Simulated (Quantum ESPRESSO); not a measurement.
# Short convergence ladders for CrB4 (Imm2, 5 atoms in the cell)

```
CELL_PARAMETERS angstrom
     -1.42058     2.35917     2.72173
      1.42058    -2.35917     2.72173
      1.42058     2.35917    -2.72173
ATOMIC_POSITIONS crystal
  Cr 0.00919 0.00919 0.00000
  B  0.53800 0.34213 0.19587
  B  0.46200 0.65787 0.80413
  B  0.14626 0.34213 0.80413
  B  0.85374 0.65787 0.19587
```

Base method: PBEsol, GBRV 1.5 ultrasoft (PBESOL) pseudopotentials (plane waves; Quantum ESPRESSO).

Base settings: ecutwfc = 50 Ry; ecutrho = 400 Ry; occupations = smearing; smearing = gauss; degauss = 0.0073499 Ry; potentials = {Cr: cr_pbesol_v1.5.uspp.F.UPF, B: b_pbesol_v1.4.uspp.F.UPF}; K_POINTS = automatic 4 4 4 0 0 0; conv_thr = 1e-11 Ry; mixing_beta = 0.7.

The count of work is k-points × plane waves × bands × iterations; it is no time. Core times come from one kind of shared machine, to one figure; runs under 30 s give none.

**The k-point mesh**

The second cell is the first with its lattice scaled by 0.98.

Only quantities that move along the ladder and can be compared are tabulated.

| K_POINTS | free energy less the last step's (meV/atom) | energy of the compressed cell less the first (meV/atom) | pressure (GPa) | largest difference of a force vector from the last step's (eV/Å) | count of work / last | core time / last (rough) |
|---|---|---|---|---|---|---|
| automatic 2 2 2 0 0 0 | 55.80 | 33.73 | 2.66 | 1.838 | 0.015 | – |
| automatic 4 4 4 0 0 0 | 8.89 | 27.76 | 0.56 | 0.248 | 0.045 | – |
| automatic 5 5 5 0 0 0 | -1.77 | 26.63 | 0.15 | 0.045 | 0.068 | 0.09 |
| automatic 7 7 7 0 0 0 | -0.29 | 26.85 | 0.23 | 0.016 | 0.17 | 0.1 |
| automatic 14 14 14 0 0 0 | 0.00 | 26.87 | 0.24 | 0.000 | 1.0 | 1 |

Coarsest K_POINTS that holds the forces within 0.02 eV/Å: not settled: the last two steps still differ by 0.016 eV/Å, over half the tolerance, so the ladder does not show it.

Coarsest K_POINTS that holds the pressure within 0.5 GPa of the last step, with all finer ones: automatic 4 4 4 0 0 0, at 0.045 of the last step's count of work; the step before is off by 2.4 GPa.

Coarsest K_POINTS that holds the energy of the compressed cell less the first within 0.2 meV/atom of the last step, with all finer ones: automatic 7 7 7 0 0 0, at 0.17 of the last step's count of work and about 0.1 of the last step's time; the step before is off by 0.24 meV/atom.

The energy difference between the two cells stays within 1 meV/atom of the last step's from automatic 4 4 4 0 0 0 on, the total only from automatic 7 7 7 0 0 0 on: much of the error is common to both cells and cancels.

**The k-point mesh at a smearing width of 0.05 eV**

In this ladder: degauss = 0.0036749 Ry.

Only quantities that move along the ladder and can be compared are tabulated.

```csv
K_POINTS,free energy less the last step's (meV/atom),pressure (GPa),largest difference of a force vector from the last step's (eV/Å),count of work / last,core time / last (rough)
automatic 5 5 5 0 0 0,-1.96,0.15,0.046,0.053,–
automatic 7 7 7 0 0 0,-0.31,0.23,0.015,0.13,0.2
automatic 10 10 10 0 0 0,-0.12,0.23,0.013,0.33,0.3
automatic 15 15 15 0 0 0,0.00,0.23,0.000,1.0,1
```

Coarsest K_POINTS that holds the pressure within 0.05 GPa of the last step, with all finer ones: automatic 7 7 7 0 0 0, at 0.13 of the last step's count of work and about 0.2 of the last step's time; the step before is off by 0.08 GPa.

Coarsest K_POINTS that holds the free energy within 1 meV/atom of the last step, with all finer ones: automatic 7 7 7 0 0 0, at 0.13 of the last step's count of work and about 0.2 of the last step's time; the step before is off by 2.0 meV/atom.

Coarsest K_POINTS that holds the forces within 0.02 eV/Å: not settled: the last two steps still differ by 0.013 eV/Å, over half the tolerance, so the ladder does not show it.

**The SCF threshold**

The mesh stays at the base's, so the ladder's end is converged at best in this setting alone.

Only quantities that move along the ladder and can be compared are tabulated.

```csv
conv_thr,free energy less the last step's (meV/atom),largest difference of a force vector from the last step's (eV/Å),count of work / last
0.0073 Ry,5.29,0.043,0.40
7.3e-05 Ry,0.15,0.025,0.47
1e-11 Ry,0.00,0.000,0.87
7.3e-14 Ry,0.00,0.000,1.0
```

Coarsest conv_thr that holds the forces within 0.02 eV/Å of the last step, with all finer ones: 1e-11 Ry; the step before is off by 0.025 eV/Å.

Coarsest conv_thr that holds the free energy within 2 meV/atom of the last step, with all finer ones: 7.3e-05 Ry; the step before is off by 5.3 meV/atom.

On the base run: the starting cell comes from a database of computed structures (which also holds hypothetical and non-ambient phases and stackings), without a prior relaxation at this level. Its lattice was rescaled by up to half a per cent. One atom was moved a little off its site on purpose. Spin polarisation is off. In the base run, forces exceed 1 eV/Å. Without a gap this mesh is coarse (it stands for a supercell whose shortest vector is 11 Å).
